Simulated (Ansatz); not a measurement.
This Ansatz (a program for electronic structure) input is the reference run, BAs in the zinc blende structure (space group F-43m, No. 216), computed with Kohn–Sham DFT with the LDA functional, run in Ansatz with PAW and 420 eV plane waves, spin-orbit coupling left out:

Ansatz 0.2 input:
```yaml
crystal:
  lattice:
    - [0, 2.366092933, 2.366092933]
    - [2.366092933, 0, 2.366092933]
    - [2.366092933, 2.366092933, 0]
  atoms:
    - { symbol: B, position: [0, 0, 0] }
    - { symbol: As, position: [0.25, 0.25, 0.25] }
basis: { ecutwfc: 420, ecutrho_ratio: 4, xc_grid: 2, fft_grid_basis: typed }
kpoints: { mp_grid: { grid: [12, 12, 12] } }
hamiltonian:
  xc: lda
  dispersion: none
  pseudopotentials: { kind: paw }
scf: { occupations: { method: fermi_dirac, width: 0.05 }, convergence: { dr2_threshold: 0.0000000002 } }
output: { forces: true, stress: true }
checkpoint: { write: state.ck, write_every: 1000 }
```

**Question.** Write the input for this change: a pure shear with ε_xy = ε_yx = 0.0171; the atoms relax in the strained cell.

**Answer.** 
Ansatz 0.2 input:
```yaml
crystal:
  lattice:
    - [0.0404601892, 2.366092933, 2.366092933]
    - [2.366092933, 0.0404601892, 2.366092933]
    - [2.4065531222, 2.4065531222, 0]
  atoms:
    - { symbol: B, position: [0, 0, 0] }
    - { symbol: As, position: [0.25, 0.25, 0.25] }
basis: { ecutwfc: 420, ecutrho_ratio: 4, xc_grid: 2, fft_grid_basis: typed }
kpoints: { mp_grid: { grid: [12, 12, 12] } }
hamiltonian:
  xc: lda
  dispersion: none
  pseudopotentials: { kind: paw }
scf: { occupations: { method: fermi_dirac, width: 0.05 }, convergence: { dr2_threshold: 0.0000000002 } }
relax: { f_tol: 0.005, max_steps: 50 }
output: { forces: true, stress: true }
checkpoint: { write: state.ck, write_every: 1000 }
```
This is the input that was run.

Whether these cells are dynamically stable was not tested.
